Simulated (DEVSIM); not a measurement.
Device: abrupt In0.53Ga0.47As p-n junction, at 350 K.

| layer (left to right) | material | thickness (μm) | Nd (cm⁻³) | Na (cm⁻³) | τn (s) | τp (s) |
|---|---|---|---|---|---|---|
| 1 | In0.53Ga0.47As | 0.310 | - | 3.1e16 | 2.4e-9 | 2.4e-9 |
| 2 | In0.53Ga0.47As | 1.50 | 6.4e14 | - | 2.4e-9 | 2.4e-9 |

Left contact: ohmic. Right contact: ohmic. Voltage is applied to the left contact. Recombination: SRH at mid-gap, Auger. Mobility is constant in doping.

Constants are typed, rounded textbook-type inputs, not results; the design itself was drawn at random and stands for no fabricated device. Values at 300 K; Nc and Nv go as T^1.5, mobilities as T to minus their exponent, the gap by Varshni's rule with the affinity fixed.

```
parameter         In0.53Ga0.47As
----------------  --------------
gap (eV)                    0.74
affinity (eV)               4.51
permittivity                13.9
Nc (cm⁻³)                 2.1e17
Nv (cm⁻³)                 7.7e18
μn (cm²/Vs)                12000
μp (cm²/Vs)                  300
T exponent of μn             1.6
T exponent of μp             1.6
Cn (cm⁶/s)                 5e-29
Cp (cm⁶/s)                 5e-29
Varshni α (eV/K)         0.00035
Varshni β (K)                190
```

DEVSIM, 1D drift-diffusion, Boltzmann statistics, complete ionisation; no tunnelling, impact ionisation, image-force lowering or self-heating.

The doping Nd of layer 2 was swept, all else fixed.

| doping Nd of layer 2 (cm^-3) | largest field in the device at zero bias (V/cm) | dark forward voltage at 100 A/cm² (V) | potential step across the device at zero bias (V) | dark forward voltage at 1 A/cm² (V) |
|---|---|---|---|---|
| 1.9e13 | 9500 | 0.348 | 0.270 | 0.088 |
| 6.4e13 | 9600 | 0.320 | 0.301 | 0.111 |
| 1.9e14 | 9900 | 0.309 | 0.333 | 0.132 |
| 6.4e14 | 11000 | 0.305 | 0.370 | 0.148 |
| 1.9e15 | [?] | 0.303 | 0.403 | 0.156 |
| 6.4e15 | 23000 | 0.300 | 0.439 | 0.157 |
| 1.9e16 | 36000 | 0.298 | 0.472 | 0.155 |

### Question
Complete the blanks.

### Answer

- 1.9e15, largest field in the device at zero bias (V/cm): 14000
